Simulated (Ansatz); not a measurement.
Start from VN in the rock salt structure (space group Fm-3m, No. 225; relaxed with 0.1 eV smearing).

```yaml
crystal:
  lattice:
    - [0.00000, 2.03739, 2.03739]
    - [2.03739, 0.00000, 2.03739]
    - [2.03739, 2.03739, 0.00000]
  atoms:
    - { symbol: N, position: [0.00000, 0.00000, 0.00000] }
    - { symbol: V, position: [0.50000, 0.50000, 0.50000] }
```

Cartesian axes are those of the cell as printed.

Level of theory: Ansatz (a quantum-chemistry and plane-wave program), PBEsol, PAW, cutoff 420 eV, no spin-orbit coupling, earlier PAW set.

Before the change:

- Volume per atom: 8.46 Å³

One thing is altered: tensile biaxial strain of 2.84 % in the plane normal to [110], as in epitaxy on a mismatched substrate; the out-of-plane cell vector and the atoms relax.

Task: Estimate the effect on the volume per atom.

Result: The volume per atom goes up by 0.29 Å³ (8.46 Å³ → 8.75 Å³).

A biaxial case was relaxed in a doubled cell and then solved in the primitive one. Whether these cells are dynamically stable was not tested. Seeded moments were not kept for the base. The final runs are not spin-polarised.
